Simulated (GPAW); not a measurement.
A self-consistent single point of Sr2Ir (P1, 3 atoms in the cell) with GPAW.

Computed with LDA (Perdew-Wang 92), GPAW PAW datasets LDA (gpaw-data 1.0.1) (plane waves; GPAW).

The change in words: atoms moved at random. Reference geometry:
```
Sr2Ir
1.0
    0.00000     3.58442     3.58442
    3.58442     0.00000     3.58442
    3.58442     3.58442     0.00000
Sr Ir
2 1
Direct
  0.75000   0.75000   0.75000
  0.25000   0.25000   0.25000
  0.00000   0.00000   0.00000
```

Reference input (self-consistent single point, DFT LDA (Perdew-Wang 92), plane waves, GPAW PAW datasets LDA (gpaw-data 1.0.1)): mode = pw; ecut = 600 eV; xc = LDA; kpts = 6 6 6; mesh shift (steps) = 0 0 0; occupations.name = methfessel-paxton; occupations.width = 0.136 eV; occupations.order = 0; nbands = -9; convergence.density = 1e-05 e/electron; convergence.energy = 1e-05 eV/electron; symmetry.symmorphic = false. This run's input differs from it in these lines:

```diff
@@ -8,5 +8,5 @@
                     [3.584416, 3.584416, 0.000000]],
-              scaled_positions=[[0.750000, 0.750000, 0.750000],
-                                [0.250000, 0.250000, 0.250000],
-                                [0.000000, 0.000000, 0.000000]],
+              scaled_positions=[[0.739791, 0.758245, 0.748835],
+                                [0.258772, 0.249426, 0.248450],
+                                [0.001437, -0.007671, 0.002715]],
               pbc=True)
```

Output, abridged:

```
     iter     time        total  log10-change:
                         energy   eigst   dens
iter:   1 --:--:--   -16.159617
iter:   2 --:--:--   -15.709249   -0.50  -1.20
iter:   3 --:--:--   -15.011043   -0.70  -1.29
iter:   4 --:--:--   -14.990896   -1.48  -1.57
iter:   5 --:--:--   -15.019140   -1.70  -1.67
   [... 2 lines left out ...]
iter:   8 --:--:--   -14.934259   -2.52  -1.98
iter:   9 --:--:--   -14.932065   -2.72  -2.69
iter:  10 --:--:--   -14.931899   -4.18  -2.72
iter:  11 --:--:--   -14.931612   -4.63  -3.18
iter:  12 --:--:--   -14.931582c  -5.17  -3.45
iter:  13 --:--:--   -14.931581c  -5.31  -3.52
   [... lines left out ...]
iter:  15 --:--:--   -14.931520c  -6.06  -4.24
iter:  16 --:--:--   -14.931523c  -6.53  -4.25
   [... 2 lines left out ...]
iter:  19 --:--:--   -14.931528c  -6.43  -4.19
iter:  20 --:--:--   -14.931518c  -6.17  -3.98
iter:  21 --:--:--   -14.931518c  -6.74  -4.33
iter:  22 --:--:--   -14.931520c  -6.68  -4.42
iter:  23 --:--:--   -14.931518c  -7.84c -4.33
iter:  24 --:--:--   -14.931518c  -7.89c -4.51
iter:  25 --:--:--   -14.931518c  -7.15  -4.63
iter:  26 --:--:--   -14.931517c  -8.61c -4.85
iter:  27 --:--:--   -14.931517c  -8.64c -4.88
iter:  28 --:--:--   -14.931517c  -8.56c -4.93
iter:  29 --:--:--   -14.931517c  -8.45c -5.25c
Converged after 29 iterations.

Dipole moment: (0.550350, -0.455553, 0.693553) |e|*Ang

Energy contributions relative to reference atoms: (reference = -657005.708089)

Kinetic:         +1.036478
Potential:       +6.824224
External:        +0.000000
XC:             -21.992746
Entropy (-ST):   -0.030454
Local:           -0.784247
SIC:             +0.000000
--------------------------
Free energy:    -14.946744
Extrapolated:   -14.931517

Showing only first 2 kpts
 Kpt  Band  Eigenvalues  Occupancy
  0    15      4.70028    2.00000
  0    16      4.71109    2.00000
  0    17      6.38319    0.00000
  0    18      6.38659    0.00000

  1    15      4.65153    2.00000
  1    16      4.65713    2.00000
  1    17      6.05998    0.00013
  1    18      6.62206    0.00000

Fermi level: 5.69289

No gap
No difference between direct/indirect transitions
Energy (eV): -14.931517

Forces in eV/Ang:
  0 Sr   -0.13466    0.22045    0.05236
  1 Sr    0.04829   -0.14455   -0.15814
  2 Ir    0.08624   -0.07580    0.10562

Stress tensor:
     0.013267     0.000540     0.000921
     0.000540     0.013066    -0.000374
     0.000921    -0.000374     0.013271
Stress (GPa, Voigt): [ 2.1256  2.0933  2.1263 -0.0599  0.1476  0.0866]
```

The run converged in 29 iterations. GPAW prints stress with tension positive. Against the reference run the free energy rises by 4.4 meV/atom, the pressure moves little (-2.16 to -2.12 GPa) and the largest force goes from 0.000 to 0.264 eV/Å.

The starting cell comes from a database of computed structures (which also holds hypothetical and non-ambient phases and stackings), without a prior relaxation at this level. Its lattice was rescaled by a random factor within 2.5 % of one. For this run, on top of that: atoms moved at random. Spin polarisation is off.

Cost on one core of a shared machine: roughly 5 min.
